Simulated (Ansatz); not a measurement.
TaGa3 (model structure, started from the Cu3Au type, Pm-3m, No. 221, 4 atoms in the cell) was calculated with PBEsol in Ansatz (plane waves, PAW).

Run with plane-wave cutoff 520 eV, 14×14×14 k mesh, Fermi–Dirac smearing 0.05 eV, scalar-relativistic PAW data made under PBE.

Cell (relaxed at this level):

```
CELL_PARAMETERS angstrom
      3.97498     0.00000     0.00000
      0.00000     3.97498     0.00000
      0.00000     0.00000     3.97498
ATOMIC_POSITIONS crystal
  Ga 0.00000 0.50000 0.50000
  Ga 0.50000 0.50000 0.00000
  Ga 0.50000 0.00000 0.50000
  Ta 0.00000 0.00000 0.00000
```

Question: Predict the bulk modulus.

Answer: 
- bulk modulus = 128 GPa

The run finds no gap.

Note: the bulk modulus is −V dP/dV from two relaxed cells at ±2 % in volume; the relaxation could raise the start's symmetry but not lower it, so the cell can be a saddle point.

Spin–orbit coupling is not included.

The computed numbers hold no vibrational or temperature effects.

The result took about 40 core-seconds (a rough figure).

A model structure was made by putting elements into a prototype or built by hand; it is no filed structure, need not be a known phase, and can be a saddle point held by its symmetry.

Ansatz is an electronic-structure program.
